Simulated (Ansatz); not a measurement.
What uniaxial stress, 0.5 GPa compression along z does to ZnSnO3

Consider ZnSnO3 (space group R3c, No. 161).

```
CELL_PARAMETERS angstrom
      2.63915     1.52372     4.66998
     -2.63915     1.52372     4.66998
      0.00000    -3.04743     4.66998
ATOMIC_POSITIONS crystal
  Zn 0.29492 0.29492 0.29492
  Zn 0.79492 0.79492 0.79492
  Sn 0.01257 0.01257 0.01257
  Sn 0.51257 0.51257 0.51257
  O  0.72151 0.11607 0.40522
  O  0.40522 0.72151 0.11607
  O  0.11607 0.40522 0.72151
  O  0.90522 0.61607 0.22151
  O  0.22151 0.90522 0.61607
  O  0.61607 0.22151 0.90522
```

Cartesian axes are those of the cell as printed.

Modification: uniaxial stress, 0.5 GPa compression along z; all other stress components relax to zero.

The values are results of PBEsol (Ansatz, a first-principles code, PAW, without spin-orbit coupling), not measurements. Settings: 8×8×8 k-points, 0.05 eV Fermi–Dirac smearing.

```json
[
 {"quantity": "volume per atom", "base": "11.27 Å³", "changed": "11.25 Å³", "shift": "-0.014 Å³"},
 {"quantity": "shortest interatomic distance", "base": "1.993 Å", "changed": "1.993 Å", "shift": "0.000 Å"},
 {"quantity": "energy relative to the base (free energy F)", "base": "0 meV/atom", "changed": "0.0 meV/atom", "shift": "0.0 meV/atom"},
 {"quantity": "band gap", "base": "1.25 eV", "changed": "1.26 eV", "shift": "+0.01 eV"},
 {"quantity": "gap character", "base": "direct at Γ", "changed": "direct at Γ", "shift": "–"},
 {"quantity": "electron mass", "base": "0.19 mₑ (at Γ)", "changed": "0.19 mₑ (at Γ)", "shift": "–"},
 {"quantity": "valence-band top at Γ (three highest levels, from the VBM)", "base": "0.00, 0.00, -0.59 eV", "changed": "0.00, 0.00, -0.58 eV", "shift": "–"},
 {"quantity": "strain response (xx, yy, zz)", "base": "–", "changed": "(+0.07, +0.07, −0.27) %", "shift": "–"}
]
```

Final structure:

```xyz
10
Lattice="2.6410 1.5248 4.6575 -2.6410 1.5248 4.6575 0.0000 -3.0496 4.6575" Properties=species:S:1:pos:R:3 pbc="T T T"
Zn     0.0000     0.0000     4.1185
Zn     0.0000     0.0000    11.1047
Sn     0.0000     0.0000     0.1775
Sn     0.0000     0.0000     7.1637
O      1.5988     0.0410     5.7885
O     -0.8349     1.3641     5.7885
O     -0.7639    -1.4051     5.7885
O      0.7639     1.6445     8.1173
O     -1.8061    -0.1607     8.1173
O      1.0422    -1.4837     8.1173
```

Cost of the whole job for the changed cell (relaxation, final SCF and bands): very roughly 3 core-minutes.

Masses are band curvatures over ±0.01 Å⁻¹ around the edge. Stability under load was not tested beyond the relaxation.
